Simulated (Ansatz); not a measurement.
The parent structure is Hf in the hcp (Mg type) structure (space group P6_3/mmc, No. 194; a = 3.158 Å, c = 5.004 Å; relaxed with 0.1 eV smearing).

Level of theory: plane-wave PAW DFT at the PBEsol level (Ansatz, a quantum-chemistry and plane-wave program, 420 eV), no SOC.

Strains are applied to the cell and any free atomic positions relax.

One change was made to it. Results:

```tsv
quantity	base	after
energy relative to the base (free energy F)	0 meV/atom	+7.1 meV/atom
pressure (mean of the normal stresses, compression positive)	0.0 GPa	3.6 GPa
band gap	zero	zero
```

Which of these changes matches the shifts?
A) isotropic strain +0.50 %
B) isotropic strain −3.00 %
C) isotropic strain −1.00 %
D) isotropic strain −2.00 %

C, isotropic strain −1.00 %. For comparison, the energy relative to the base in the other runs: isotropic strain +0.50 % gives +1.7 meV/atom; isotropic strain −3.00 % gives +67 meV/atom; isotropic strain −2.00 % gives +29 meV/atom.

Stability against distortions was not tested. All final runs are without spin polarisation.
